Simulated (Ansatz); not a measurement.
The starting structures come from a database of crystals and need not be the phases stable at ambient conditions.

By PBEsol, the system below comes out a metal.

A figure of merit of an interconnect metal is its ballistic conductance per area.

Consider the following.

```xyz
1
Lattice="3.3840 0.0000 0.0000 0.0000 3.4801 0.0000 1.6920 1.7400 2.2916" Properties=species:S:1:pos:R:3 pbc="T T T"
Sn     0.0000     0.0000     0.0000
```

Space group of this cell: Immm. The cell is strained (all lengths scaled by 0.98); by PBEsol its mean pressure is -1.0 GPa.

The current flows along the normal of the first two printed cell vectors. No spin-orbit coupling; the value is a mean over 0.1 eV about the Fermi level.

Task: Give the ballistic conductance per area that PBEsol (Ansatz, a program for electronic structure) yields.

Result: 1.2 × 10¹⁵ S/m² for both spins.
